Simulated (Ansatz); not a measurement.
The (111) surface of fcc Al in its 1x1 cell, outermost plane spacing 2.33 Å in the ideal cut

All values below come from r2SCAN, at the PBE geometry (plane waves to 500 eV, PAW; Ansatz, a program for electronic structure).

Model: 6-atom slab, 11.7 Å thick at the start, 15x15x1 mesh, Fermi-Dirac 0.1 eV, dipole correction, single point; on the structure that PBE left under its start's symmetry; no spin, no spin-orbit, no U.

* **surface energy (mean of both faces)**: 0.94 J/m^2
* **work function of the top face**: 4.08 eV
* **cost**: around 10 core-seconds (rough)
